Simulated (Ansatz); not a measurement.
# AlIr (model structure, Fm-3m, No. 225, 2 atoms in the cell): bulk modulus by level of theory

No measured value is used here.

```tsv
level (code)	value (GPa)	cell (Å³/atom)
LDA (Ansatz)	177	15.27
PBE (Ansatz)	155	16.10
PBEsol (Ansatz)	168	15.62
r²SCAN (Ansatz)	168	15.70
```

Density-functional levels without +SOC have no spin–orbit coupling. LDA, PBE, PBEsol, r²SCAN: the run has no spin polarisation, so it can have missed a magnetic state. LDA, PBE, PBEsol, r²SCAN: the bulk modulus is −V dP/dV from two relaxed cells at ±2 % in volume. Each level is taken at its own relaxed cell. Cutoffs differ between the levels. Ansatz's density-functional and Hartree–Fock values are scalar-relativistic unless marked +SOC, with PAW data made under PBE.

A model structure was made by putting elements into a prototype or built by hand; it is no filed structure, need not be a known phase, and can be a saddle point held by its symmetry.

Ansatz is a program for electronic structure.
